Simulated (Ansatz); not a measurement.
The reference is Al₂O₃ in the corundum structure (space group R-3c, No. 167; a = 4.729 Å, c = 12.892 Å (hexagonal axes)).

Method: Kohn–Sham DFT with the LDA functional, run in Ansatz (an electronic-structure program) with PAW and 420 eV plane waves, no spin-orbit coupling.

Base values:

- Pressure = -0.01 GPa
- Band gap = 6.43 eV
- Valence-band top at Γ = 0.00, -0.04, -0.04 eV

It is then changed as follows: every lattice vector is shortened by 2.25 %, atoms relaxed at fixed cell.

Q: What does the calculation give for the pressure after the change?

A: The pressure (mean of the normal stresses, compression positive) rises by 20.14 GPa to 20.13 GPa.

Q: What happens to the energy relative to the base?

A: The energy increases by 33 meV/atom.

Q: What does the calculation give for the band gap after the change?

A: The band gap rises by 0.88 eV (6.43 eV → 7.31 eV).

Q: What does the calculation give for the valence-band top at Γ after the change?

A: The valence-band top at Γ (three highest levels, from the VBM) becomes 0.00, -0.07, -0.07 eV (base: 0.00, -0.04, -0.04 eV).

The cells carry an imposed strain or load. Stability against distortions was not tested.
